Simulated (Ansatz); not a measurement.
# Hypothetical zinc blende LuP: response to strain

Take LuP in the zinc blende structure (space group F-43m, No. 216; a = 6.161 Å; a hypothetical phase, not in the database extracts checked) as the base. Axes: x, y, z lie along the cube axes.

Strains are applied to the cell and any free atomic positions relax; under biaxial strain the out-of-plane vector relaxes too; under stress the whole cell relaxes.

Levels (all Ansatz, a quantum-chemistry and plane-wave program, PAW): PBE (420 eV, no SOC); r2SCAN (500 eV, spin-orbit coupling left out).

The base cell above is that of PBE; each level relaxes its own structures.

```tsv
case	shift of the gap caused by the change, PBE	shift of the gap caused by the change, r2SCAN
biaxial strain −4.37 %, plane normal [001], relaxed out of plane	-0.49 eV	-0.51 eV
biaxial strain −1.24 %, plane normal [110], relaxed out of plane	-0.07 eV	-0.07 eV
biaxial strain −1.29 %, plane normal [111], relaxed out of plane	-0.07 eV	-0.07 eV
biaxial strain +0.63 %, plane normal [111], relaxed out of plane	-0.02 eV	-0.02 eV
isotropic strain −2.62 %	-0.13 eV	-0.13 eV
isotropic strain −0.82 %	-0.04 eV	-0.04 eV
isotropic strain +0.65 %	+0.03 eV	+0.03 eV
isotropic strain +1.88 %	+0.07 eV	+0.07 eV
uniaxial strain ε_yy = −0.55 %	-0.02 eV	-0.02 eV
uniaxial stress, 5 GPa tension along x	-0.68 eV	-0.66 eV
strain tensor (xx, yy, zz, yz, xz, xy) = (+0.99, −1.94, −0.58, +0.15, −1.68, −1.40) %	-0.13 eV	-0.14 eV
```

The two levels differ by at most about 0.02 eV. Near ties aside, they put the cases in the same order.

Beyond what the load breaks, stability against distortions was not tested.
